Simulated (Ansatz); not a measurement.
## rock-salt TaN (0 0 1) on antifluorite Mg2Si (0 0 1) (film strained to the substrate, started from cuts of the bulks and a machine-learned relaxation; slabs Mg12Si5 and N12Ta12, which can lie off the formulas)

A periodic stack without vacuum, rock-salt TaN (0 0 1) on antifluorite Mg2Si (0 0 1) (film strained to the substrate, started from cuts of the bulks and a machine-learned relaxation; slabs Mg12Si5 and N12Ta12, which can lie off the formulas): substrate slab Mg12Si5, film N12Ta12, surface cells [[1, 0], [1, 1]] and [[0, -1], [2, 1]], film strained by +1.9 and +1.9 %, outermost planes Mg/Mg and NTa/NTa as cut, which need not be the usual terminations and can put a slab off its formula.

The start was prepared with a machine-learned potential, and the result is one local minimum, with the in-plane cell held and forces under 0.04 eV/Å; the film can end far from its bulk form.

The numbers are results of PBE (plane waves to 420 eV, PAW; Ansatz, a program for electronic structure), not measurements. Spin–orbit coupling is left out; the runs are not spin-polarised; PBE gaps are too small against experiment. Its k-point mesh 6×6×1, Fermi–Dirac width 0.05 eV.

| Item | Result |
|---|---|
| interface area | 20.2 Å² |
| period | 31.27 Å |
| heights between the nearest atoms of the two slabs at the two interfaces | 2.17 and 2.18 Å |
| Mg–Ta contacts across the interfaces within 1.22 times the sum of covalent radii | 16, mean 3.24 Å |
| Mg–N contacts across the interfaces within 1.22 times the sum of covalent radii | 4, mean 2.19 Å |

```
CELL_PARAMETERS angstrom
      4.49949     0.00002     0.00781
     -0.00002     4.49943    -0.02742
      1.92509     0.19032    31.27148
ATOMIC_POSITIONS crystal
  Mg 0.37801 0.08403 0.13662
  Mg 0.88077 0.58108 0.13660
  Mg 0.93313 0.60241 0.03564
  Mg 0.43711 0.09504 0.03564
  Mg 0.28408 0.08139 0.33943
  Mg 0.78492 0.58202 0.33944
  Mg 0.83108 0.58057 0.23791
  Mg 0.33175 0.08023 0.23793
  Mg 0.17420 0.09638 0.54176
  Mg 0.68036 0.60205 0.54175
  Mg 0.73396 0.58433 0.44080
  Mg 0.23698 0.08711 0.44079
  Si 0.85477 0.08070 0.18705
  Si 0.40542 0.58642 0.08522
  Si 0.76044 0.08313 0.39038
  Si 0.30790 0.58086 0.28870
  Si 0.20861 0.58952 0.49232
  N  0.58505 0.12288 0.68559
  N  0.12532 0.58089 0.68485
  N  0.15669 0.12592 0.61127
  N  0.61910 0.58797 0.61145
  N  0.51642 0.12692 0.82528
  N  0.06121 0.58748 0.82456
  N  0.09519 0.12748 0.75164
  N  0.55116 0.58740 0.75248
  N  0.45840 0.12783 0.96582
  N  0.99114 0.58616 0.96573
  N  0.02549 0.12506 0.89138
  N  0.48579 0.58163 0.89214
  Ta 0.08988 0.08459 0.68127
  Ta 0.62541 0.62092 0.68162
  Ta 0.65749 0.08606 0.61467
  Ta 0.11681 0.62641 0.61774
  Ta 0.01633 0.08498 0.82127
  Ta 0.56414 0.63030 0.82217
  Ta 0.59642 0.08515 0.75570
  Ta 0.04830 0.63091 0.75491
  Ta 0.95697 0.08413 0.96239
  Ta 0.49514 0.62758 0.95917
  Ta 0.52229 0.08520 0.89568
  Ta 0.98631 0.62286 0.89545
```
